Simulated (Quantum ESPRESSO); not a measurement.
Checking a run of Quantum ESPRESSO on Cu₃AsS₄ (Pm, 8 atoms in the cell). The aim is a self-consistent single point with DFT, PBEsol, plane waves, PSlibrary PAW (PBE) pseudopotentials.

Cell that was meant: a = 6.0117 Å, b = 3.9765 Å, c = 6.1882 Å, α = 90.00°, β = 92.26°, γ = 90.00°.

Part of the input:

```fortran
K_POINTS {automatic}
3 5 3  1 1 1
CELL_PARAMETERS {bohr}
   6.011659109     0.000000000     0.000000000
   0.000000000     3.976452418     0.000000000
  -0.244352926     0.000000000     6.183412537
```

Output (repeated stretches shortened):

```
     file Cu.pbe-dn-kjpaw_psl.1.0.0.UPF: wavefunction(s)  4S 3D renormalized
   [... lines left out ...]
        k(    1) = (   0.1666667   0.1511815   0.1686235), wk =   0.1777778
        k(    2) = (   0.1666667   0.1511815  -0.4795255), wk =   0.1777778
        k(    3) = (   0.1666667   0.1511815  -0.1554510), wk =   0.1777778
   [... 12 lines left out ...]

     Dense  grid:    12947 G-vectors     FFT dimensions: (  36,  24,  36)

     Smooth grid:     7055 G-vectors     FFT dimensions: (  27,  18,  27)

     Initial potential from superposition of free atoms

     starting charge      61.9990, renormalised to      62.0000
     Self-consistent Calculation

     iteration #  1     ecut=    50.00 Ry     beta= 0.70

     total energy              =   -1011.87535769 Ry
     estimated scf accuracy    <       2.68745436 Ry

     iteration #  2     ecut=    50.00 Ry     beta= 0.70

     total energy              =   -1011.99041000 Ry
     estimated scf accuracy    <       3.80456314 Ry

     iteration #  3     ecut=    50.00 Ry     beta= 0.70

     total energy              =   -1012.85218098 Ry
     estimated scf accuracy    <       0.15494051 Ry

   [... 11 blocks of this kind left out ...]

     iteration # 15     ecut=    50.00 Ry     beta= 0.70

     total energy              =   -1012.90408376 Ry
     estimated scf accuracy    <          1.1E-11 Ry

     iteration # 16     ecut=    50.00 Ry     beta= 0.70
     End of self-consistent calculation

     the Fermi energy is    73.0855 ev

!    total energy              =   -1012.90408376 Ry
     estimated scf accuracy    <          2.4E-12 Ry
     smearing contrib. (-TS)   =       0.00001251 Ry
     internal energy E=F+TS    =   -1012.90409626 Ry

     convergence has been achieved in  16 iterations

     Forces acting on atoms (cartesian axes, Ry/au):

     atom    1 type  1   force =    -0.13928385    0.00000000   -1.39517307
     atom    2 type  1   force =    -0.12218593    0.00000000   -1.87899811
     atom    3 type  1   force =     1.37245390    0.00000000    0.82694916
     atom    4 type  2   force =    -1.28250055    0.00000000    3.33336529
   [... lines left out ...]

     Total force =     8.401948     Total SCF correction =     0.000012

          total   stress  (Ry/bohr**3)                   (kbar)     P=    92287.97
   0.63388277   0.00000000   0.00036297        93247.37        0.00       53.39
   0.00000000   0.68393503   0.00000000            0.00   100610.32        0.00
   0.00036297   0.00000000   0.56426487           53.39        0.00    83006.23

   JOB DONE.
```

Can these results be used? Check the input.

The run is not sound. The fault is this: cell lengths typed in angstrom where bohr is read. Bohr and ångström differ by a factor of 1.89; the cell that the program reads is then far too large or far too small. To fix it, give the lengths in the unit that the key or card expects. The run converged in 16 iterations without an error; against the sound input the free energy rises by 87.4 eV/atom, the pressure goes from -1.30 to 9229 GPa and the largest force goes from 0.384 to 101.3 eV/Å.

The sound input it was made from differs as follows (other fixes are possible):
```diff
-   6.011659109     0.000000000     0.000000000
-   0.000000000     3.976452418     0.000000000
-  -0.244352926     0.000000000     6.183412537
+  11.360389065     0.000000000     0.000000000
+   0.000000000     7.514405228     0.000000000
+  -0.461760248     0.000000000    11.684957086
```

With that input, the run converged in 19 iterations: free energy E − TS -14480.2204 eV; Fermi level (on the code's own zero) 7.22 eV; pressure -1.30 GPa; largest force (vector length) 0.384 eV/Å (DFT, PBEsol, plane waves, PSlibrary PAW (PBE) pseudopotentials).

On the sound input: the starting cell comes from a database of computed structures (which also holds hypothetical and non-ambient phases and stackings), without a prior relaxation at this level. Its lattice was rescaled by a random factor within 2.5 % of one. Spin polarisation is off. The run gives no clean gap (levels at the Fermi energy touch, overlap or are partly filled at this smearing), which alone does not show that the compound is a metal. Without a gap this mesh is coarse (it stands for a supercell whose shortest vector is 18 Å).
